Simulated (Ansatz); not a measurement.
## SnO2: uniaxial stress, 8 GPa tension along x

The reference is SnO2 in the rutile structure (space group P4_2/mnm, No. 136; a = 4.769 Å, c = 3.212 Å). Axes: x, y, z lie along a, b, c of the conventional cell.

Now apply this change: uniaxial stress, 8 GPa tension along x, with the cell and atoms free to relax against it.

All numbers come from DFT with PBEsol, PAW potentials and a 420 eV plane-wave cutoff in Ansatz (a program for electronic structure), without spin-orbit coupling. k-mesh 7×7×10 (Γ-centred); smearing 0.05 eV (Fermi–Dirac).

```csv
quantity,base,changed,shift
volume per atom,12.18 Å³,12.36 Å³,+0.18 Å³
space group,P4_2/mnm (No. 136),Pnnm (No. 58),–
shortest interatomic distance,206.6 pm,207.0 pm,+0.4 pm
energy relative to the base (free energy F),0 meV/atom,+20 meV/atom,+20 meV/atom
band gap (an upper bound: an edge found on the path is not a true extremum; the changed cell),0.92 eV,0.97 eV,+0.05 eV
"strain response (xx, yy, zz)",–,"(+6.85, −4.06, −1.01) %",–
```

Final structure:

```
SnO2
1.0
    5.09597     0.00000     0.00000
    0.00000     4.57539     0.00000
    0.00000     0.00000     3.17965
Sn O
2 4
Cartesian
  0.00000   0.00000   0.00000
  2.54799   2.28770   1.58982
  1.62340   1.33801   0.00000
  4.17139   0.94968   1.58982
  0.92458   3.62571   1.58982
  3.47257   3.23738   0.00000
```

Beyond what the load breaks, stability against distortions was not tested.
